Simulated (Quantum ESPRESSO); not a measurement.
The steps of a band-structure calculation for LaMg11Al (C2/m, 13 atoms in the cell) with Quantum ESPRESSO.

Method of the run: PBEsol, GBRV 1.5 ultrasoft (PBESOL) pseudopotentials (plane waves; Quantum ESPRESSO).

Step 1 (scf):

```fortran
&CONTROL
  calculation = 'scf',
  prefix = 'run',
  outdir = './work',
  pseudo_dir = './',
  verbosity = 'high',
  tprnfor = .true.,
  tstress = .true.,
/
&SYSTEM
  ibrav = 0,
  nat = 13,
  ntyp = 3,
  ecutwfc = 40,
  ecutrho = 200,
  occupations = 'smearing',
  smearing = 'fermi-dirac',
  degauss = 0.0099958,
/
&ELECTRONS
  conv_thr = 1e-10,
/
ATOMIC_SPECIES
La   138.9055  la_pbesol_v1.uspp.F.UPF
Mg    24.3050  mg_pbesol_v1.4.uspp.F.UPF
Al    26.9815  al_pbesol_v1.uspp.F.UPF
ATOMIC_POSITIONS {crystal}
La    0.0000000000    0.0000000000    0.0000000000
Mg    0.5008300000    0.7132700000    0.2176800000
Mg    0.4991700000    0.2867300000    0.7823200000
Mg    0.2867300000    0.4991700000    0.7823200000
Mg    0.7132700000    0.5008300000    0.2176800000
Mg    0.9958000000    0.6495400000    0.6476300000
Mg    0.0042000000    0.3504600000    0.3523700000
Mg    0.3504600000    0.0042000000    0.3523700000
Mg    0.6495400000    0.9958000000    0.6476300000
Mg    0.0000000000    0.0000000000    0.5000000000
Mg    0.0000000000    0.5000000000    0.0000000000
Mg    0.5000000000    0.0000000000    0.0000000000
Al    0.5000000000    0.5000000000    0.5000000000
K_POINTS {automatic}
2 2 2  0 0 0
CELL_PARAMETERS {angstrom}
   3.0067850000    -7.2171700000     0.0000000000
   3.0067850000     7.2171700000     0.0000000000
  -2.9412360000     0.0000000000     7.1031210000
```

Step 2 (bands):

```fortran
&CONTROL
  calculation = 'bands',
  prefix = 'run',
  outdir = './work',
  pseudo_dir = './',
  verbosity = 'high',
/
&SYSTEM
  ibrav = 0,
  nat = 13,
  ntyp = 3,
  ecutwfc = 40,
  ecutrho = 200,
  occupations = 'smearing',
  smearing = 'fermi-dirac',
  degauss = 0.0099958,
  nbnd = 74,
/
&ELECTRONS
  conv_thr = 1e-10,
  startingwfc = 'random',
  diago_thr_init = 1.0d-6,
  diagonalization = 'cg',
/
ATOMIC_SPECIES
La   138.9055  la_pbesol_v1.uspp.F.UPF
Mg    24.3050  mg_pbesol_v1.4.uspp.F.UPF
Al    26.9815  al_pbesol_v1.uspp.F.UPF
ATOMIC_POSITIONS {crystal}
La    0.0000000000    0.0000000000    0.0000000000
Mg    0.5008300000    0.7132700000    0.2176800000
Mg    0.4991700000    0.2867300000    0.7823200000
Mg    0.2867300000    0.4991700000    0.7823200000
Mg    0.7132700000    0.5008300000    0.2176800000
Mg    0.9958000000    0.6495400000    0.6476300000
Mg    0.0042000000    0.3504600000    0.3523700000
Mg    0.3504600000    0.0042000000    0.3523700000
Mg    0.6495400000    0.9958000000    0.6476300000
Mg    0.0000000000    0.0000000000    0.5000000000
Mg    0.0000000000    0.5000000000    0.0000000000
Mg    0.5000000000    0.0000000000    0.0000000000
Al    0.5000000000    0.5000000000    0.5000000000
K_POINTS {crystal_b}
14
  0.00000000   0.00000000   0.00000000   7  ! G
 -0.29339212  -0.29339212   0.04244616   2  ! Y
 -0.33816756  -0.33816756   0.34169557   5  ! F
 -0.24861668  -0.24861668   0.74319675   5  ! H
  0.00000000   0.00000000   0.50000000   4  ! Z
 -0.50000000   0.50000000   0.50000000   3  ! I
 -0.66183244   0.33816756   0.65830443   1  ! F1
 -0.75138332   0.24861668   0.25680325   2  ! H1
 -0.70660788   0.29339212  -0.04244616   5  ! Y1
 -0.50000000   0.50000000   0.00000000   4  ! X
  0.00000000   0.00000000   0.00000000   6  ! G
 -0.50000000   0.00000000   0.00000000   1  ! N
 -0.50000000   0.00000000   0.50000000   6  ! M
  0.00000000   0.00000000   0.00000000   1  ! G
CELL_PARAMETERS {angstrom}
   3.0067850000    -7.2171700000     0.0000000000
   3.0067850000     7.2171700000     0.0000000000
  -2.9412360000     0.0000000000     7.1031210000
```

Step 3 (bands.x):

```fortran
&BANDS
  prefix = 'run',
  outdir = './work',
  filband = 'bands.dat',
  lsym = .false.,
/
```

Output of bands (abridged):

```
     Atomic positions and unit cell read from directory:
     ./work/run.save/

     Message from routine setup:
     using ibrav=0 with symmetry is DISCOURAGED, use correct ibrav instead
     G-vector sticks info
     --------------------
     sticks:   dense  smooth     PW     G-vecs:    dense   smooth      PW
     Sum        2469    1965    549                99335    71083   10573

     bravais-lattice index     =            0
   [... lines left out ...]
     unit-cell volume          =    2080.3917 (a.u.)^3
     number of k points=    52  Fermi-Dirac smearing, width (Ry)=  0.0100
   [... lines left out ...]
   -36.4282 -36.4209 -36.4145 -36.4143 -36.4122 -36.4070 -36.4066 -36.4043
   -36.4030 -36.4010 -36.4005 -36.3992 -36.3989 -36.3925 -36.3754 -36.3590
   -36.3563 -36.3492 -36.3376 -36.3324 -27.1636 -10.7967 -10.7716 -10.7649
    -1.0495   0.9874   2.1088   2.2438   2.8908   3.6394   3.6425   4.1377
     4.4288   4.5751   4.6296   4.7030   4.8335   4.8667   5.2161   5.7378
     6.5843   7.5242   7.6278   7.6351   7.6440   7.6491   7.6540   7.6619
     7.7128   7.9580

          k =-0.1090 0.0000-0.0385 (  8879 PWs)   bands (ev):

   -69.5334 -69.5332 -69.5324 -69.5324 -69.4474 -69.4443 -69.4440 -69.4439
   -69.4432 -69.3895 -69.3873 -36.5007 -36.4994 -36.4985 -36.4971 -36.4966
   -36.4960 -36.4923 -36.4918 -36.4902 -36.4892 -36.4849 -36.4849 -36.4343
   -36.4280 -36.4209 -36.4150 -36.4138 -36.4127 -36.4072 -36.4063 -36.4043
   -36.4029 -36.4012 -36.4005 -36.3992 -36.3989 -36.3924 -36.3749 -36.3590
   -36.3563 -36.3495 -36.3376 -36.3326 -27.1636 -10.7969 -10.7715 -10.7653
    -1.0176   1.0064   2.1271   2.2033   2.9520   3.1961   3.7539   4.0643
     4.1260   4.5718   4.6540   4.8034   4.8698   5.3014   5.4705   5.6616
     6.7975   7.3934   7.6275   7.6345   7.6430   7.6483   7.6594   7.6710
     7.7076   7.9614

   [... 50 blocks of this kind left out ...]
```

Output of bands.x (abridged):

```
     Reading xml data from directory:

     ./work/run.save/

     G-vector sticks info
     --------------------
     sticks:   dense  smooth     PW     G-vecs:    dense   smooth      PW
     Sum        2469    1965    549                99335    71083   10573

     negative rho (up, down):  5.778E-02 0.000E+00
     Reading collected, re-writing distributed wavefunctions
     high-symmetry point:  0.0000 0.0000 0.0000   x coordinate   0.0000
     high-symmetry point: -0.7629 0.0000-0.2692   x coordinate   0.8090
     high-symmetry point: -0.8793 0.0000 0.0120   x coordinate   1.1133
     high-symmetry point: -0.6465 0.0000 0.5504   x coordinate   1.6999
     high-symmetry point:  0.0000 0.0000 0.5504   x coordinate   2.3464
     high-symmetry point:  0.0000 0.5417 0.5504   x coordinate   2.8880
     high-symmetry point: -0.4208 0.5417 0.5504   x coordinate   3.3088
     high-symmetry point: -0.6537 0.5417 0.0120   x coordinate   3.8954
     high-symmetry point: -0.5372 0.5417-0.2692   x coordinate   4.1997
     high-symmetry point:  0.0000 0.5417 0.0000   x coordinate   4.8006
     high-symmetry point:  0.0000 0.0000 0.0000   x coordinate   5.3423
     high-symmetry point: -0.6501 0.2708-0.2692   x coordinate   6.0962
     high-symmetry point: -0.6501 0.2708 0.2812   x coordinate   6.6465
     high-symmetry point:  0.0000 0.0000 0.0000   x coordinate   7.4048

     Plottable bands (eV) written to file bands.dat.gnu
     Bands written to file bands.dat

   JOB DONE.
```

The starting cell comes from a database of computed structures (which also holds hypothetical and non-ambient phases and stackings), without a prior relaxation at this level.
